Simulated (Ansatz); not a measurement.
Pressure series in CaF2

The parent structure is CaF$_{2}$ in the fluorite structure (space group Fm-3m, No. 225; a = 5.511 Å).

Cell and atoms are relaxed at each pressure.

The values are results of PBE, PAW, 420 eV (Ansatz, a first-principles code; scalar-relativistic without spin-orbit coupling), earlier PAW set, not measurements.

Candidates:
(a) pressure −1 GPa
(b) pressure 15 GPa
(c) pressure 75 GPa
(d) pressure 30 GPa
(e) pressure −2 GPa

Base values:

| Property | Result |
|---|---|
| Band gap | 7.14 eV |

Task: Order them by band gap, highest first.

Result: (c) pressure 75 GPa (9.08 eV), (d) pressure 30 GPa (8.61 eV), (b) pressure 15 GPa (8.01 eV), (a) pressure −1 GPa (7.06 eV), (e) pressure −2 GPa (6.98 eV)

Load acts through the strain it causes; cell and atoms are relaxed under it. Whether these cells are dynamically stable was not tested. No other phases were tried under pressure.
